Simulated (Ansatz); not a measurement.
Electronic density of states of amorphous Hf18O37K2, density 8.44 g/cm³, on a 2×2×2 Γ-centred mesh with a Gaussian width of 0.1 eV; energies count from the Fermi level, whose place inside the gap is arbitrary. Cell and mesh are small, so fine structure isn't converged. Calculation: PBE, scalar-relativistic without spin-orbit coupling (plane waves to 420 eV, PAW; Ansatz, a quantum-chemistry and plane-wave program). Sampling: a 2×2×2 Γ-centred mesh; Fermi-Dirac width 0.02 eV; no spin polarisation. At PBE the levels at the filled edge of the gap are localised (band-tail or defect states).

It comes from a melt-quench run on a machine-learned potential (CHGNet), relaxed afterwards by DFT. O atoms were pushed apart under 1.9 Å during the dynamics, to hinder bonds among them. The hot cell started wider than the set density and was brought back towards it in steps. It is the lowest in DFT energy of 2 quenches. It is a model cell: composition and starting density were chosen by hand, and all elements were melted together. No dispersion term was used. Its density started from a set value of 8.44 and ended at 8.44 g/cm³. Cooling (nominally 300 K/ps over its main leg) ran many orders faster than in experiment, which tends to leave more defects and strain. Values belong to this one cell and scatter from quench to quench. The volume was held where the preparation left it and the shape relaxed, at a PBE pressure of 0.8 GPa. Stress components on the final sampling reach 0.8 GPa.

(E - EF (eV), states/(eV atom)): (-12.00, 5.11); (-11.90, 3.87); (-11.80, 1.74); (-11.70, 0.26); (-11.60, 0.01); (-11.50, 0.00); (-11.40, 0.00); (-11.30, 0.00); (-11.20, 0.00); (-11.10, 0.00); (-11.00, 0.00); (-10.90, 0.00); (-10.80, 0.00); (-10.70, 0.00); (-10.60, 0.00); (-10.50, 0.00); (-10.40, 0.00); (-10.30, 0.00); (-10.20, 0.00); (-10.10, 0.00); (-10.00, 0.00); (-9.90, 0.00); (-9.80, 0.00); (-9.70, 0.00); (-9.60, 0.00); (-9.50, 0.00); (-9.40, 0.00); (-9.30, 0.00); (-9.20, 0.00); (-9.10, 0.00); (-9.00, 0.00); (-8.90, 0.00); (-8.80, 0.00); (-8.70, 0.00); (-8.60, 0.00); (-8.50, 0.00); (-8.40, 0.00); (-8.30, 0.00); (-8.20, 0.00); (-8.10, 0.00); (-8.00, 0.00); (-7.90, 0.00); (-7.80, 0.00); (-7.70, 0.00); (-7.60, 0.00); (-7.50, 0.00); (-7.40, 0.00); (-7.30, 0.00); (-7.20, 0.00); (-7.10, 0.00); (-7.00, 0.05); (-6.90, 0.25); (-6.80, 0.43); (-6.70, 0.54); (-6.60, 0.57); (-6.50, 0.54); (-6.40, 0.58); (-6.30, 0.67); (-6.20, 0.71); (-6.10, 0.65); (-6.00, 0.72); (-5.90, 0.84); (-5.80, 0.86); (-5.70, 0.84); (-5.60, 0.85); (-5.50, 0.79); (-5.40, 0.77); (-5.30, 0.78); (-5.20, 0.81); (-5.10, 0.86); (-5.00, 0.78); (-4.90, 0.75); (-4.80, 0.75); (-4.70, 0.84); (-4.60, 0.82); (-4.50, 0.76); (-4.40, 0.81); (-4.30, 0.81); (-4.20, 0.80); (-4.10, 0.80); (-4.00, 0.86); (-3.90, 0.93); (-3.80, 0.93); (-3.70, 0.97); (-3.60, 0.97); (-3.50, 0.88); (-3.40, 0.90); (-3.30, 0.93); (-3.20, 0.92); (-3.10, 0.94); (-3.00, 1.00); (-2.90, 0.98); (-2.80, 0.92); (-2.70, 0.93); (-2.60, 0.90); (-2.50, 0.80); (-2.40, 0.75); (-2.30, 0.65); (-2.20, 0.49); (-2.10, 0.47); (-2.00, 0.46); (-1.90, 0.29); (-1.80, 0.08); (-1.70, 0.01); (-1.60, 0.00); (-1.50, 0.00); (-1.40, 0.00); (-1.30, 0.00); (-1.20, 0.00); (-1.10, 0.00); (-1.00, 0.00); (-0.90, 0.00); (-0.80, 0.00); (-0.70, 0.00); (-0.60, 0.00); (-0.50, 0.00); (-0.40, 0.00); (-0.30, 0.00); (-0.20, 0.00); (-0.10, 0.00); (0.00, 0.00); (0.10, 0.00); (0.20, 0.00); (0.30, 0.00); (0.40, 0.00); (0.50, 0.00); (0.60, 0.00); (0.70, 0.00); (0.80, 0.00); (0.90, 0.00); (1.00, 0.00); (1.10, 0.00); (1.20, 0.00); (1.30, 0.00); (1.40, 0.00); (1.50, 0.00); (1.60, 0.00); (1.70, 0.00); (1.80, 0.05); (1.90, 0.15); (2.00, 0.12); (2.10, 0.04); (2.20, 0.10); (2.30, 0.26); (2.40, 0.39); (2.50, 0.48); (2.60, 0.47); (2.70, 0.50); (2.80, 0.59); (2.90, 0.66); (3.00, 0.64); (3.10, 0.59); (3.20, 0.65); (3.30, 0.72); (3.40, 0.72); (3.50, 0.64); (3.60, 0.62); (3.70, 0.59); (3.80, 0.61); (3.90, 0.68); (4.00, 0.76); (4.10, 0.76); (4.20, 0.74); (4.30, 0.74); (4.40, 0.72); (4.50, 0.68); (4.60, 0.71); (4.70, 0.74); (4.80, 0.71); (4.90, 0.66)

The level gap on this mesh is 3.74 eV; the broadening fills part of it in the curve.
